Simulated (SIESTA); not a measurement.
Band structure of ScCd₃ (P6_3/mmc, 8 atoms in the cell).

```xyz
8
Lattice="6.3542 0.0000 0.0000 -3.1771 5.5029 0.0000 0.0000 0.0000 4.8475" Properties=species:S:1:pos:R:3 pbc="T T T"
Sc     0.0000     3.6686     1.2119
Sc     3.1771     1.8343     3.6356
Cd     3.1771     3.6770     1.2119
Cd     0.0000     1.8259     3.6356
Cd    -1.5958     4.5899     3.6356
Cd     4.7729     0.9129     1.2119
Cd     1.5812     0.9129     1.2119
Cd     1.5958     4.5899     3.6356
```

Method of the run: LDA PW92, numerical atomic orbitals TZP, PseudoDojo LDA standard norm-conserving potentials (rewritten from UPF to PSML) (SIESTA).

Settings: XC.functional = LDA; XC.authors = PW92; potentials = PseudoDojo LDA standard; PAO.BasisSize = TZP; PAO.EnergyShift = 0.01 Ry; MeshCutoff = 300 Ry; kgrid.MonkhorstPack = 4 4 5; OccupationFunction = MP; OccupationMPOrder = 0; ElectronicTemperature = 100 meV; MaxSCFIterations = 150; SCF.Mixer.Method = Pulay; SCF.Mixer.Weight = 0.1; SCF.Mixer.History = 6.

The starting cell comes from a database of computed structures (which also holds hypothetical and non-ambient phases and stackings), without a prior relaxation at this level. Values carry the incompleteness of an atom-centred basis.

Levels in eV from the Fermi level, bands 67 to 72:
```tsv
point	67	68	69	70	71	72
Γ	-2.66	-2.45	-2.45	-1.34	0.73	0.73
M	-1.11	-0.68	-0.48	-0.28	0.02	0.10
K	-1.75	-1.09	-0.87	0.09	0.09	0.23
A	-1.84	-1.84	-1.21	-1.21	-1.08	-1.08
L	-2.59	-2.59	-1.87	-1.87	0.15	0.15
H	-4.03	-4.03	-0.34	-0.34	-0.14	-0.14
```

Bands cross the Fermi level along this path, so the cell is metallic at this level.

Higher empty bands are left out: an atom-centred basis made for the valence describes them poorly.
